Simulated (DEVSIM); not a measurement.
Device: abrupt Si n-p junction, at 350 K.

Layer 1 from the left is Si, thickness (μm) 25.0, Nd (cm⁻³) 2.1e18, τn (s) 1.8e-5, τp (s) 1.8e-5. Layer 2 from the left is Si, thickness (μm) 11.0, Na (cm⁻³) 2.5e14, τn (s) 1.8e-5, τp (s) 1.8e-5.

Left contact: ohmic. Right contact: ohmic. Voltage is applied to the left contact. Recombination: SRH at mid-gap, radiative, Auger. Mobility is μmin + (μ − μmin)/(1 + (N/Nref)^α).

Constants are typed, rounded textbook-type inputs, not results; the design itself was drawn at random and stands for no fabricated device. Values at 300 K; Nc and Nv go as T^1.5, mobilities as T to minus their exponent, the gap by Varshni's rule with the affinity fixed.

Si: gap (eV) 1.124, affinity (eV) 4.05, permittivity 11.7, Nc (cm⁻³) 2.86e19, Nv (cm⁻³) 3.1e19, μn (cm²/Vs) 1417, μp (cm²/Vs) 470, μn,min 52, μp,min 45, Nref,n 9.7e16, Nref,p 2.2e17, αn 0.68, αp 0.72, T exponent of μn 2.3, T exponent of μp 2.2, B (cm³/s) 4.7e-15, Cn (cm⁶/s) 2.8e-31, Cp (cm⁶/s) 9.9e-32, Varshni α (eV/K) 0.000473, Varshni β (K) 636.

Problem. Estimate by hand the built-in potential, the peak field at zero bias, and compare with a numerical solution.

Solution. 
- Built-in potential: ni = √(Nc Nv) exp(−Eg/2kT) = 3.78e11 cm⁻³ with Eg = 1.111 eV; Vbi = kT/q ln(Na Nd/ni²) = 0.664 V; numerical 0.664 V.
- Peak field at zero bias: depletion approximation: W = √(2εVbi/(qN)) = 1.85 μm with N = 2.50e14 cm⁻³; field = 2Vbi/W = 7170 V/cm; numerical 85300 V/cm (estimate below by 92 %).

Model (solved in DEVSIM): 1D drift-diffusion, Boltzmann statistics, complete ionisation; no tunnelling, impact ionisation, image-force lowering or self-heating.
